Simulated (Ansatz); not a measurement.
Results of r²SCAN+rVV10 (Ansatz, an electronic-structure program, PAW) for TiO2 (I4₁/amd, No. 141, 6 atoms in the cell; start mp-34688; metastable phase).

Input file:

Ansatz 0.2 input:
```yaml
crystal:
  lattice:
    - [2.669486348, -2.6695439571, -0.0200327428]
    - [2.669486348, 2.6695439571, -0.0200327428]
    - [-2.6334700762, 0.0, 4.785052072]
  atoms:
    - { symbol: Ti, position: [0.1250094085, 0.8749905915, 0.25] }
    - { symbol: Ti, position: [0.8749905915, 0.1250094085, 0.75] }
    - { symbol: O, position: [0.3330412925, 0.0830616877, 0.6660953607] }
    - { symbol: O, position: [0.6669587075, 0.9169383123, 0.3339046393] }
    - { symbol: O, position: [0.9169383123, 0.6669587075, 0.8339046393] }
    - { symbol: O, position: [0.0830616877, 0.3330412925, 0.1660953607] }
basis:
  ecutwfc: 560
  ecutrho_ratio: 4
  xc_grid: 3
kpoints:
  mp_grid: { grid: [10, 10, 8] }
  band_path:
    path:
      - [0.0, 0.0, 0.0]
      - [0.041667, 0.041667, -0.041663]
      - [0.083333, 0.083334, -0.083326]
      - [0.125, 0.125001, -0.124988]
      - [0.166667, 0.166668, -0.166651]
      - [0.208333, 0.208335, -0.208314]
      - [0.25, 0.250002, -0.249977]
      - [0.291667, 0.291669, -0.291639]
      - [0.333333, 0.333336, -0.333302]
      - [0.375, 0.375002, -0.374965]
      - [0.416667, 0.416669, -0.416628]
      - [0.458333, 0.458336, -0.458291]
      - [0.5, 0.500003, -0.499953]
      - [0.5, 0.500003, -0.374953]
      - [0.5, 0.500003, -0.249953]
      - [0.5, 0.437503, -0.218706]
      - [0.5, 0.375003, -0.187459]
      - [0.5, 0.312503, -0.156212]
      - [0.5, 0.250003, -0.124965]
      - [0.5, 0.187503, -0.093718]
      - [0.5, 0.125003, -0.062471]
      - [0.5, 0.062503, -0.031224]
      - [0.5, 0.000003, 0.000023]
      - [0.4375, 0.000003, 0.00002]
      - [0.375, 0.000002, 0.000017]
      - [0.3125, 0.000002, 0.000014]
      - [0.25, 0.000002, 0.000011]
      - [0.1875, 0.000001, 0.000008]
      - [0.125, 0.000001, 0.000006]
      - [0.0625, 0.0, 0.000003]
      - [0.0, 0.0, 0.083333]
      - [0.0, 0.0, 0.166667]
      - [0.0, 0.0, 0.25]
      - [0.0, 0.0, 0.333333]
      - [0.0, 0.0, 0.416667]
      - [0.0, 0.0, 0.5]
      - [0.070256, 0.0, 0.464875]
      - [0.140512, 0.000001, 0.42975]
      - [0.210769, 0.000001, 0.394625]
      - [0.281025, 0.000002, 0.3595]
      - [0.351281, 0.000002, 0.324375]
      - [0.421537, 0.000003, 0.28925]
      - [0.578463, 0.000004, -0.289205]
      - [0.514189, 0.000003, -0.257071]
      - [0.449915, 0.000003, -0.224937]
      - [0.385642, 0.000003, -0.192804]
      - [0.321368, 0.000002, -0.16067]
      - [0.257095, 0.000002, -0.128536]
      - [0.192821, 0.000001, -0.096402]
      - [0.128547, 0.000001, -0.064268]
      - [0.064274, 0.0, -0.032134]
      - [0.578463, 0.421541, -0.499954]
      - [0.421537, 0.42154, 0.078502]
      - [0.379384, 0.379386, 0.120652]
      - [0.33723, 0.337232, 0.162802]
      - [0.295076, 0.295078, 0.204951]
      - [0.252922, 0.252924, 0.247101]
      - [0.210769, 0.21077, 0.289251]
      - [0.168615, 0.168616, 0.331401]
      - [0.126461, 0.126462, 0.373551]
      - [0.084307, 0.084308, 0.4157]
      - [0.042154, 0.042154, 0.45785]
    npoints: 1
hamiltonian:
  xc: r2scan
  dispersion: rvv10
  pseudopotentials: { kind: paw }
scf:
  occupations: { method: fermi_dirac, width: 0.01 }
  convergence: { dr2_threshold: 0.0000000006 }
output:
  forces: true
  stress: true
  eigenvalues: true
  write_bands: true
```

From the output:

```
Crystal: 6 atoms, lattice volume = 67.918 Å³
Basis set: ecut = 560 eV, 2075 PW (Γ), exchange–correlation on 90×90×135 points (27 copies of the dense FFT grid, shifted against one another)
Bands: 30, of which v1, the nominal top of the filled ones, is band 24 counted from 1 (23 counted from 0)
Symmetry: 4 space group operations
Space group: C2/c (ITA 15), of the structure as read, at distance tolerance 4.1e-5 Å
k-points: 227 of 800
Functional: x = r2scan, c = r2scan + rvv10(b = 11.95, C = 0.0093); τ floored in thin density (d = 2e-4 eV/Å³)
SCF iter   1: F=—  HF=-7290.078771 eV  |F-HF|=—  |Δ(HF+E_count)|=         —  Δρ=2.60e-2  dr2=5.41e-1  dr2_τ=3.80e-1
SCF iter   2: F=—  HF=-7290.250604 eV  |F-HF|=—  |Δ(HF+E_count)|=   1.72e-1  Δρ=3.44e-2  dr2=7.56e-1  dr2_τ=9.08e-2
  ...
SCF iter   8: F=—  HF=-7290.106609 eV  |F-HF|=—  |Δ(HF+E_count)|=   2.02e-8  Δρ=1.93e-6  dr2=3.08e-9  dr2_τ=5.27e-11
SCF iter   9: F=-7290.106609 eV  HF=-7290.106609 eV  |F-HF|=2.18e-11  |Δ(HF+E_count)|=  4.18e-10  Δρ=2.81e-7  dr2=5.01e-11  dr2_τ=2.71e-12
SCF 1 converged in 9 iterations: F = -7290.106609 eV  dr2 = 5.01e-11
SCF converged after 9 iterations
Free energy (F): -7290.106609 eV
Internal energy: -7290.106609 eV  (E = F + TS)
E sigma→0 (E₀):  -7290.106609 eV
Fermi energy:    8.259650 eV
--- Forces (eV/Å), atoms counted from 1 ---
  atom   1  Ti     0.00000000    -0.00005409     0.00000000
  atom   2  Ti    -0.00000000     0.00005409    -0.00000000
  atom   3  O     -0.00000155    -0.00001799    -0.00057516
  atom   4  O      0.00000155     0.00001799     0.00057516
  atom   5  O      0.00000155    -0.00001799     0.00057516
  atom   6  O     -0.00000155     0.00001799    -0.00057516
--- Stress (GPa, compression-positive) ---
        0.000887       0.000000      -0.003093
        0.000000       0.001787      -0.000000
       -0.003093      -0.000000      -0.011522
  P = ⅓ Tr σ = -0.0029 GPa (-0.029 kbar)
```

The PAW data were made under PBE.

Cost on a shared machine: roughly 80 core-seconds.

A start named mp-… is a Materials Project structure, which need not be a measured phase.
